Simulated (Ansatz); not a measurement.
Ta2H (C222, No. 21, 3 atoms in the cell; start mp-24082), treated with PBEsol (Ansatz, an electronic-structure program, plane waves, PAW).

Settings: plane-wave cutoff 520 eV, 20×20×12 k mesh (along the axes of the cell as run), Fermi–Dirac smearing 0.05 eV, scalar-relativistic PAW data made under PBE.

Cell (relaxed at this level):

```
Ta2H
1.0
    1.68987    -2.36609     0.00000
    1.68987     2.36609     0.00000
    0.00000     0.00000     4.75406
Ta H
2 1
Cartesian
  0.84493   1.18305   1.25676
  0.84493  -1.18305   3.49731
  0.00000   0.00000   0.00000
```

Task: Estimate the bulk modulus B0 that the calculation returns.

Result: 
bulk modulus B0: 214 GPa

The run finds no gap.

Note: the bulk modulus is −V dP/dV from two relaxed cells at ±2 % in volume; the relaxation could not lower the start's symmetry, so the cell can be a saddle point above a distorted one.

Spin–orbit coupling is not included; it can open a gap where bands touch, and shift volumes and moduli.

The computed numbers hold no vibrational or temperature effects.

Cost on a shared machine: roughly 9 core-minutes.

A start named mp-… is a Materials Project structure, which need not be a measured phase.
